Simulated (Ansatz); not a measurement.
# CdSe2 (Pa-3, No. 205, 12 atoms in the cell; start mp-1095493)

Calculation: LDA in Ansatz (PAW).

Settings: plane-wave cutoff 520 eV, 6×6×6 k mesh, Fermi–Dirac smearing 0.01 eV, scalar-relativistic PAW data made under PBE.

Cell (relaxed with PBEsol):

```cif
data_Cd4Se8
_chemical_formula_sum 'Cd4 Se8'
_space_group_name_H-M_alt 'P 1'
_space_group_IT_number 1
_cell_length_a 6.60479
_cell_length_b 6.60479
_cell_length_c 6.60479
_cell_angle_alpha 90.000
_cell_angle_beta 90.000
_cell_angle_gamma 90.000
loop_
_space_group_symop_operation_xyz
  'x, y, z'
loop_
_atom_site_label
_atom_site_type_symbol
_atom_site_fract_x
_atom_site_fract_y
_atom_site_fract_z
_atom_site_occupancy
Cd1 Cd 0.50000 0.50000 0.00000 1
Cd2 Cd 0.00000 0.50000 0.50000 1
Cd3 Cd 0.00000 0.00000 0.00000 1
Cd4 Cd 0.50000 0.00000 0.50000 1
Se1 Se 0.10392 0.89608 0.39608 1
Se2 Se 0.89608 0.10392 0.60392 1
Se3 Se 0.39608 0.10392 0.89608 1
Se4 Se 0.60392 0.89608 0.10392 1
Se5 Se 0.60392 0.60392 0.60392 1
Se6 Se 0.39608 0.39608 0.39608 1
Se7 Se 0.89608 0.39608 0.10392 1
Se8 Se 0.10392 0.60392 0.89608 1
```

| Item | Value |
|---|---|
| band gap | 0.48 eV |
| smallest direct gap on the k points sampled | 0.67 eV |
| Γ–Γ gap | 0.95 eV |

Note: cell and atoms aren't relaxed at this level (pressure -2.1 GPa).

Spin–orbit coupling is not included.

Static lattice: no zero-point or thermal effects.

A start named mp-… is a Materials Project structure, which need not be a measured phase.

Ansatz is a program for electronic structure.
